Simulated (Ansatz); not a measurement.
What uniaxial stress, 1 GPa compression along z does to Al2Cu

The parent structure is Al2Cu (space group Fm-3m, No. 225; a = 5.736 Å; a cell from a computed database, its experimental status unchecked; relaxed with 0.1 eV smearing). Axes: x, y, z lie along the cube axes.

One thing is altered: uniaxial stress, 1 GPa compression along z; all other stress components relax to zero.

Level of theory: r2SCAN (Ansatz, a quantum-chemistry and plane-wave program, PAW, no spin-orbit coupling), earlier PAW set. Γ-centred 17×17×17 mesh, Fermi–Dirac width 0.1 eV.

```csv
quantity,base,changed,shift
volume per atom,15.72 Å³,15.68 Å³,-0.047 Å³
shortest interatomic distance,2.484 Å,2.481 Å,-0.0024 Å
energy relative to the base (free energy F),0 meV/atom,+0.3 meV/atom,+0.3 meV/atom
band gap,zero,zero,–
"strain response (xx, yy, zz)",–,"(+0.19, +0.19, −0.68) %",–
```

Final structure:

```
Al2Cu
1.0
    0.00000     2.87341     2.84829
    2.87341     0.00000     2.84829
    2.87341     2.87341     0.00000
Al Cu
2 1
Direct
  0.25000   0.25000   0.25000
  0.75000   0.75000   0.75000
  0.50000   0.50000   0.50000
```

Beyond what the load breaks, stability against distortions was not tested. The base started in I4/mmm and relaxed to Fm-3m at this level. All final runs are without spin polarisation.
